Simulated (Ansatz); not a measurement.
Consider SrIr2 in the cubic Laves (MgCu2 type) structure (space group Fd-3m, No. 227; a = 7.640 Å). Axes: x, y, z lie along the cube axes.

Method: PBEsol (Ansatz, a first-principles code), scalar-relativistic without spin-orbit coupling.

Before the change:

The pressure is 0.0 GPa. The band gap is zero and the shortest interatomic distance comes out as 2.701 Å.

The change: uniaxial strain ε_xx = +2.26 %, all other strain components held at zero, atoms relaxed at fixed cell.

Estimate the effect on the pressure.

The pressure (mean of the normal stresses, compression positive) goes from zero to -3.5 GPa.

What happens to the energy relative to the base?

The energy increases by 6.5 meV/atom.

Estimate the effect on the band gap.

The band gap stays zero.

What happens to the shortest interatomic distance?

The shortest interatomic distance stays 2.701 Å.

Without a gap, meshes like the base's 11×11×11 leave anisotropic stresses uncertain by several tenths of a GPa, and small strain energies with them. Whether these cells are dynamically stable was not tested. All final runs are without spin polarisation.
